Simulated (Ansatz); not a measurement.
Structures of equal composition on the (111) surface of germanium (Ge plane on top): (√3x√3)R30° Bi adatom at H3; (√3x√3)R30° Bi adatom at T4. The slabs share one bottom face, and each structure is named by its start. These are constructed structures in small cells; real faces may alloy, dewet or reconstruct in larger ones, and not all known structures of the face are among them. Slabs of about 13 Å, Fermi-Dirac smearing of 0.025 eV. Bottom of the slabs: H caps. Relaxed from the named starts with such symmetry as they have, on meshes of like density; energies extrapolated to zero smearing; spin only where a row says so; no spin-orbit coupling, no U. Brackets mark spin-polarised runs, whose order is one that fits the cell. Where a second, spin-polarised start was run, the lower counts.

All values below come from PBE (plane waves to 420 eV, PAW; Ansatz, a first-principles code).

Q: Rank these by energy per 1x1 cell (lowest first), as PBE gives it.

A: (√3x√3)R30° Bi adatom at T4 (0.000 eV, no gap on the mesh), (√3x√3)R30° Bi adatom at H3 (0.145 eV, no gap on the mesh)
